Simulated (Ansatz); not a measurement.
Cs₂W₃SeO₁₂ (P6₃, No. 173; cell taken from a computed entry) was calculated with PBEsol in Ansatz (PAW).

Run with plane-wave cutoff 520 eV, 6×6×4 k mesh (along the axes of the cell as run), Fermi–Dirac smearing 0.01 eV, no spin polarisation, scalar-relativistic PAW data made under PBE.

Cell (relaxed with PBEsol):

Cs₂W₃O₁₂Se has the hexagonal space group P6₃ (No. 173), Pearson symbol hP36. Conventional cell: a = b = 7.2653 Å, c = 12.6064 Å, α = β = 90.00°, γ = 120.00°. Cs1 on 2b sees 6 O at 3.016–3.103 Å and 3 O at 3.448 Å and 6 O at 3.658–3.684 Å. Cs2 on 2b is surrounded by 3 O at 3.112 Å and 12 O at 3.581–3.787 Å and 3 O at 4.061 Å. W on 6c sees 1 O at 1.735 Å and 4 O at 1.862–1.983 Å and 1 O at 2.174 Å (octahedral). Se on 2a has 3 O at 1.728 Å (trigonal pyramidal). O1 on 6c sees 1 Se at 1.728 Å and 1 W at 2.174 Å and 1 Cs at 3.112 Å and 2 Cs at 3.658–3.684 Å. O2 on 6c is coordinated by 1 W at 1.878 Å and 1 W at 1.983 Å and 1 Cs at 3.103 Å and 1 Cs at 3.581 Å and 1 Cs at 4.061 Å. O3 on 6c is surrounded by 1 W at 1.862 Å and 1 W at 1.969 Å and 2 Cs at 3.448–3.585 Å. O4 on 6c sees 1 W at 1.735 Å and 1 Cs at 3.016 Å and 2 Cs at 3.715–3.787 Å. (Neighbours: up to the widest gap in distance over summed covalent radii, below 1.35, at either atom; cation-cation and far metal-metal contacts left out.)

Question: Predict the band gap and Γ–Γ gap.

Answer: 
- band gap: 2.73 eV
- Γ–Γ gap: 2.86 eV

Spin–orbit coupling is not included.

Ansatz is an electronic-structure program.
